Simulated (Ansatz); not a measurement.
# BaMn2As2, pressure series

The parent structure is BaMn₂As₂ (space group I4/mmm, No. 139; a = 3.829 Å, c = 13.234 Å; ferromagnetic; a cell from a computed database, its experimental status unchecked).

Cell and atoms are relaxed at each pressure.

Level of theory: Ansatz (an electronic-structure program) PBEsol, no spin-orbit coupling.

```csv
case,density,shortest interatomic distance
base,6.80 g/cm³,2.372 Å
pressure 0.3 GPa,6.82 g/cm³,2.370 Å
pressure 0.7 GPa,?,?
pressure 1.5 GPa,6.92 g/cm³,2.364 Å
```

Complete the table.


- pressure 0.7 GPa, density: 6.85 g/cm³
- pressure 0.7 GPa, shortest interatomic distance: 2.368 Å

Other magnetic orders, which the real material may have, were not ruled out. Load acts through the strain it causes; cell and atoms are relaxed under it. No phonon test of stability was made.
